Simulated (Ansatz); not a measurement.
The reference is Zr3N4 (space group R-3m, No. 166; a = 3.417 Å, c = 25.006 Å (hexagonal axes); a cell from a computed database, its experimental status unchecked). Axes: x lies along a and z along c of the hexagonal cell.

Perturbation: uniaxial stress, 3 GPa tension along z; all other stress components relax to zero.

Levels (all Ansatz, an electronic-structure program, PAW): PBEsol (420 eV, without spin-orbit coupling); HSE06 (420 eV, no SOC).

The geometry is relaxed with PBEsol.

- PBEsol band gap = 0.95 eV

Problem. Predict the band gap from HSE06.

Solution. The band gap rises by 0.86 eV (0.95 eV → 1.81 eV).

Single points use the geometry relaxed with PBEsol. The hybrid gap comes from the SCF mesh plus the semilocal run's edge points and a few special points and is an upper bound. Load acts through the strain it causes; cell and atoms are relaxed under it. Stability under load was not tested beyond the relaxation.
